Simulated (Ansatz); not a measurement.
The starting structures come from a database of crystals and need not be the phases stable at ambient conditions.

 Where the default PAW files enter, the runs use the earlier of Ansatz's two default sets.

The decay constant κ of evanescent states in the gap governs leakage through a thin film.

Given:

```xyz
10
Lattice="6.2812 0.0000 0.0000 3.1406 5.4396 0.0000 3.1406 1.8132 5.1365" Properties=species:S:1:pos:R:3 pbc="T T T"
K      3.1406     1.8132     1.3490
K      9.4217     5.4396     3.9172
I      9.4217     5.4396     0.0631
I      6.2812     3.6264     2.6313
O      8.2479     4.3508     0.9211
O      5.9251     1.5610     0.9211
O      4.6704     4.9675     0.9211
O      7.4550     2.5376     3.4893
O      6.6372     5.1874     3.4893
O      4.7513     3.1543     3.4893
```

Space group of this cell: R3c. The cell is taken as given; by PBEsol its mean pressure is 0.9 GPa.

Transport runs along the normal of the first two printed cell vectors, the (001) plane of the conventional cell.

The gap is the functional's own, uncorrected, and κ follows it; spin-orbit coupling is left out. Mid-gap values are interpolated between the computed energies.

Question: State the band gap and the smallest decay constant κ at mid-gap according to PBEsol (Ansatz, a program for electronic structure).

Answer: Gap 2.87 eV on a 6×6×6 mesh; κ = 0.397 1/Å, at the zone centre.
